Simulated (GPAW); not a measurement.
Worked example: self-consistent single point of Sb (P-1, 2 atoms in the cell) in GPAW.

Level of theory: LDA (Perdew-Wang 92), GPAW PAW datasets LDA (gpaw-data 1.0.1) (plane waves; GPAW).

```xyz
2
Lattice="2.1771 1.2569 3.8299 -2.1771 1.2569 3.8299 0.0000 -2.5139 3.8299" Properties=species:S:1:pos:R:3 pbc="T T T"
Sb     0.0022     0.0398     3.1308
Sb    -0.0022    -0.0398     8.3588
```

Reference input (self-consistent single point, DFT LDA (Perdew-Wang 92), plane waves, GPAW PAW datasets LDA (gpaw-data 1.0.1)): mode = pw; ecut = 550 eV; xc = LDA; kpts = 5 5 5; mesh shift (steps) = 0 0 0; occupations.name = methfessel-paxton; occupations.width = 0.2 eV; occupations.order = 1; nbands = -6; convergence.forces = 0.001 eV/Å; symmetry.symmorphic = false; symmetry.tolerance = 0.0005. This run's input differs from it in these lines:

```diff
@@ -12,3 +12,3 @@
 
-calc = GPAW(mode=PW(550),
+calc = GPAW(mode=PW(495),
             xc='LDA',
```

Output, abridged:

```
     iter     time        total  log10-change:
                         energy   eigst   dens  force
iter:   1 --:--:--   -10.125191
iter:   2 --:--:--   -10.191936   -0.45  -1.69
iter:   3 --:--:--   -10.195912   -1.52  -1.70
iter:   4 --:--:--   -10.178955   -2.25  -1.74
iter:   5 --:--:--   -10.178980   -3.33  -2.89
iter:   6 --:--:--   -10.180251c  -3.91  -2.86
iter:   7 --:--:--   -10.178066c  -3.95  -2.76
iter:   8 --:--:--   -10.178156c  -5.31  -3.21
iter:   9 --:--:--   -10.178061c  -4.78  -3.24
iter:  10 --:--:--   -10.178028c  -6.08  -3.68
iter:  11 --:--:--   -10.178018c  -6.07  -3.89
iter:  12 --:--:--   -10.178018c  -6.59  -4.14c
iter:  13 --:--:--   -10.178018c  -7.83c -4.58c
iter:  14 --:--:--   -10.178018c  -8.39c -4.58c -4.05c
Converged after 14 iterations.

Dipole moment: (0.000000, -0.000000, -0.000000) |e|*Ang

Energy contributions relative to reference atoms: (reference = -352264.872612)

Kinetic:         -2.044942
Potential:       +0.199383
External:        +0.000000
XC:              -8.724840
Entropy (-ST):   +0.000964
Local:           +0.391738
SIC:             +0.000000
--------------------------
Free energy:    -10.177697
Extrapolated:   -10.178018

Showing only first 2 kpts
 Kpt  Band  Eigenvalues  Occupancy
  0    13      4.37877    2.00000
  0    14      4.42802    2.00000
  0    15      7.65584   -0.00000
  0    16      8.39484   -0.00000

  1    13      4.24244    2.00000
  1    14      4.87851    2.00000
  1    15      7.50503   -0.00000
  1    16      7.96930   -0.00000

Fermi level: 6.16474

Gap: 0.238 eV
Transition (v -> c):
   [... lines left out ...]
Direct/indirect transitions are different
Direct gap: 0.605 eV
Transition at: (s=0, k=32, n=14, [0.20, 0.20, 0.40])
Energy (eV): -10.178018

Forces in eV/Ang:
  0 Sb   -0.01293   -0.29601   -0.42145
  1 Sb    0.01293    0.29601    0.42145

Stress tensor:
     0.018699     0.000156    -0.000349
     0.000156     0.009669    -0.007511
    -0.000349    -0.007511     0.015675
Stress (GPa, Voigt): [ 2.9959  1.5491  2.5115 -1.2035 -0.056   0.0251]
```

The run converged in 14 iterations. GPAW prints stress with tension positive. Against the reference run the free energy goes up by 11.3 meV/atom, the pressure goes from -1.84 to -2.35 GPa and the largest force hardly changes (0.511 to 0.515 eV/Å).

The starting cell comes from a database of computed structures (which also holds hypothetical and non-ambient phases and stackings), without a prior relaxation at this level. Its atoms were displaced at random from the sites of space group no. 166. Spin-orbit coupling is off. The log's line on a gap gives a spacing of levels on this mesh, which the program prints for metals too.

Cost on one core of a shared machine: roughly 80 s.
